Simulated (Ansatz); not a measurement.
A relaxation of cell and atoms of Mo2C (P4/nmm, 6 atoms in the cell) with Ansatz (an electronic-structure program).

Level of theory: PBEsol, default PAW files made with PBE (plane waves; Ansatz).

```
CELL_PARAMETERS angstrom
      4.07252     0.00000     0.00000
      0.00000     4.07252     0.00000
      0.00000     0.00000     6.21403
ATOMIC_POSITIONS crystal
  Mo 0.00000 0.00000 0.00000
  Mo 0.50000 0.50000 0.00000
  Mo 0.50000 0.00000 0.27000
  Mo 0.00000 0.50000 0.73000
  C  0.50000 0.00000 0.70000
  C  0.00000 0.50000 0.30000
```

Reference input (self-consistent single point, DFT, PBE, plane waves, default PAW files): basis.ecutwfc = 30.9 Ry; kpoints.mp_grid.grid = 6 6 4; hamiltonian.xc = pbe; hamiltonian.pseudopotentials = {kind: paw} (the program's default PAW files); scf.occupations.method = methfessel_paxton; scf.occupations.width = 0.02 Ry. This run's input differs from it in these lines:

Ansatz 0.2 input:
```diff
@@ -19,3 +19,3 @@
 hamiltonian:
-  xc: pbe
+  xc: pbesol
   pseudopotentials:
@@ -26,2 +26,4 @@
     width: 0.02 Ry
+relax:
+  cell: {}
 output:
```

Log, with long lists cut:

```
   [... SCF lines of the steps left out ...]
relax step   1: F+E_penalty+E_count = -20072.60854002 eV  Δ(F+E_penalty+E_count) = +0.000e0 eV  max|allowed force component| = 1.364e0 eV/Å  Δτ_max = 0.0000 Å  P = -30.655 GPa  Ω = 103.062 Å³  (7 SCF iters, dr2 threshold 1.00e-7 eV, accepted)
relax step   2: F+E_penalty+E_count = -20075.27037940 eV  Δ(F+E_penalty+E_count) = -2.662e0 eV  max|allowed force component| = 3.170e0 eV/Å  Δτ_max = 0.0945 Å  P = -20.938 GPa  Ω = 89.997 Å³  energy of the carried Pulay correction = +8.900e-3 eV  (7 [...]
   [... lines left out ...]
relax step  12: F+E_penalty+E_count = -20079.96765317 eV  Δ(F+E_penalty+E_count) = -5.380e-5 eV  max|allowed force component| = 1.495e-3 eV/Å  Δτ_max = 0.0007 Å  P = -0.002 GPa  Ω = 71.108 Å³  energy of the carried Pulay correction = +3.150e-5 eV  [...]
relax step  13: F+E_penalty+E_count = -20079.96762044 eV  Δ(F+E_penalty+E_count) = +3.273e-5 eV  max|allowed force component| = 1.336e-3 eV/Å  Δτ_max = 0.0000 Å  P = -0.003 GPa  Ω = 71.108 Å³  stress off target by 1.71e-2 GPa  SCF on the basis [...]
basis re-selected at this cell: Δ(F+E_penalty+E_count) = +3.273e-5 eV, ΔP = -0.000 GPa vs the last step
the relaxation is at rest under the 16 symmetry operations that the run kept from its start: a minimum is not shown …
Stability not checked (fill_not_monotonic)
Free energy (F): -20079.967620 eV
Internal energy: -20079.976454 eV  (E = F + TS)
   [... lines left out ...]
Fermi energy:    20.978882 eV
  cell:  # Å, volume = 71.1081 Å³
   [... lines left out ...]
    - { symbol: Mo, position: [0.5000000000000001, -2.42861286636753e-17, 0.35942728879913916] }
    - { symbol: Mo, position: [-2.42861286636753e-17, 0.5000000000000001, 0.6405727112008609] }
    - { symbol: C, position: [0.5000000000000001, -2.42861286636753e-17, 0.7078330878456578] }
    - { symbol: C, position: [-2.42861286636753e-17, 0.5000000000000001, 0.29216691215434204] }
```

The run converged. 

Summary of the result:
Free energy E − TS (on the zero of these files): -20079.9676 eV
Fermi level (on the code's own zero): 20.98 eV
Pressure: 0.00 GPa
Largest force (vector length): 0.001 eV/Å
Final cell: a = 3.4009 Å, b = 3.4009 Å, c = 6.1481 Å, α = 90.00°, β = 90.00°, γ = 90.00°
Final volume per atom: 11.85 Å³
Relaxation steps: 13

The starting cell was generated: these elements placed on a structure prototype, without a prior relaxation; it need not be a known phase or ordering of this composition. Spin polarisation is off. The relaxation keeps the symmetry of its start, so its end need not be a minimum. Ansatz's pressure includes its estimate of the finite-basis (Pulay) stress.

Cost on one core of a shared machine: roughly 50 s.
